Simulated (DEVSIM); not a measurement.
Device: abrupt InP p-n junction, at 300 K.

Layer 1 from the left is InP, thickness (μm) 1.60, Na (cm⁻³) 1.4e17, τn (s) 5.5e-8, τp (s) 5.5e-8. Layer 2 from the left is InP, thickness (μm) 110, Nd (cm⁻³) 2.8e17, τn (s) 5.5e-8, τp (s) 5.5e-8.

Left contact: ohmic. Right contact: ohmic. Voltage is applied to the left contact. Recombination: SRH at mid-gap, radiative, Auger. Mobility is constant in doping.

Constants are typed, rounded textbook-type inputs, not results; the design itself was drawn at random and stands for no fabricated device. Values at 300 K.

InP: gap (eV) 1.344, affinity (eV) 4.38, permittivity 12.5, Nc (cm⁻³) 5.7e17, Nv (cm⁻³) 1.1e19, μn (cm²/Vs) 5200, μp (cm²/Vs) 170, B (cm³/s) 1.2e-10, Cn (cm⁶/s) 9e-31, Cp (cm⁶/s) 9e-31.

Model (solved in DEVSIM): 1D drift-diffusion, Boltzmann statistics, complete ionisation; no tunnelling, impact ionisation, image-force lowering or self-heating.

Dark forward current:

```
|V| (V)  |J| (A/cm²)
-------  -----------
0.05       1.875e-11
0.10       6.522e-11
0.15       1.887e-10
0.20       5.217e-10
0.25        1.424e-9
0.30        3.881e-9
0.35        1.062e-8
0.40        2.942e-8
0.45        8.391e-8
0.50        2.548e-7
0.55        8.745e-7
0.60        3.617e-6
0.65        1.833e-5
0.70       0.0001082
0.75       0.0006965
0.80        0.004667
0.85         0.03181
0.90          0.2183
0.95           1.499
1.00           10.17
1.05           63.46
1.10           288.1
1.15           787.0
1.20            1486
1.25            2294
```

Question: Work out the local ideality factor n = ΔV / (kT/q · ln(J2/J1)) between the rows 0.15 and 0.20 V, 0.90 and 0.95 V, 1.20 and 1.25 V.

Answer: kT/q = 25.85 mV. From 0.15 to 0.20 V: ln(5.217e-10/1.887e-10) = 1.017, n = 1.90, near the 2 of recombination in the depletion region. From 0.90 to 0.95 V: ln(1.499/0.2183) = 1.927, n = 1.00, near the 1 of diffusion or emission over a barrier. From 1.20 to 1.25 V: ln(2294/1486) = 0.434, n = 4.45.

Question: Estimate the current at 0.85 V from the Shockley equation with J0 = Σ q ni² D/(N L) coth(W/L), τ joining the SRH, radiative and Auger lifetimes that are on, and W taken as the whole layer.

Answer: ni² = 1.65e14 cm⁻⁶; electrons in the p layer: μ = 5200 cm²/Vs, D = 134 cm²/s, τ = 2.86e-8 s, L = 19.6 μm, W/L = 0.082, term 1.59e-16 A/cm²; holes in the n layer: μ = 170 cm²/Vs, D = 4.39 cm²/s, τ = 1.93e-8 s, L = 2.91 μm, W/L = 38, term 1.42e-18 A/cm². J0 = 1.60e-16 A/cm², and J = J0 exp(qV/kT) = 0.0306 A/cm². The simulation gives 0.0318 A/cm²; the estimate lies 3.8 % below. The estimate leaves out recombination in the depletion region and that region's share of W.
